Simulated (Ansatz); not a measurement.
NdSi (Pnma, No. 62; cell taken from a computed entry) was calculated with r²SCAN+rVV10 in Ansatz (PAW).

Numerical settings: plane-wave cutoff 500 eV, 6×10×8 k mesh (along the axes of the cell as run), Fermi–Dirac smearing 0.05 eV, spin-polarised start, scalar-relativistic PAW data made under PBE.

Computed at the level's own relaxed cell.

Question: What does this level give for the volume per atom?

Answer: 
volume per atom: 24.07 Å³/atom

Note: the magnetic order was assumed, not searched for or taken from measurement; the relaxation could not lower the start's symmetry, so the cell can be a saddle point above a distorted one; the 4f shell is treated without U or exact exchange, so its levels and filling can be wrong.

Spin–orbit coupling is not included.

Computed values are for the static lattice.

It cost roughly 60 core-minutes of CPU time.

Ansatz is a first-principles code.
